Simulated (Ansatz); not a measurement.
The starting structures come from a database of crystals and need not be the phases stable at ambient conditions.

Evanescent states of AuCl (I4_1/amd, 8 atoms a cell, 24.8 Å³ an atom) along the normal of (100)

Computed with r2SCAN (plane waves, PAW; Ansatz, an electronic-structure program).

The gap is the functional's own. No spin-orbit coupling. Mid-gap values are those at the computed energy nearest the middle.

Energies count from the valence-band top; κ is the least over a 6×4 mesh across the current.

```
E (eV)  κ (1/Å)  where
------  -------  -----
0.05      0.148      Γ
0.15      0.180      Γ
0.25      0.184      Γ
0.35      0.187      Γ
0.45      0.189      Γ
0.55      0.189      Γ
0.65      0.189      Γ
0.75      0.187      Γ
0.85      0.185      Γ
0.95      0.181      Γ
1.05      0.176      Γ
1.15      0.171      Γ
1.25      0.163      Γ
1.35      0.154      Γ
1.45      0.144      Γ
1.55      0.130      Γ
1.65      0.114      Γ
1.75      0.093      Γ
1.85      0.061      Γ
```

### Question
How thick must the barrier be to attenuate the transmission by 10^4 when the electrodes' Fermi level lies at 0.35 eV, and what attenuation does that film give at 0.85 eV?

### Answer
d = 4 ln 10 / (2 × 0.187) = 24.6 Å. At 0.85 eV it gives 4 × 0.185/0.187 = 4.0 decades.
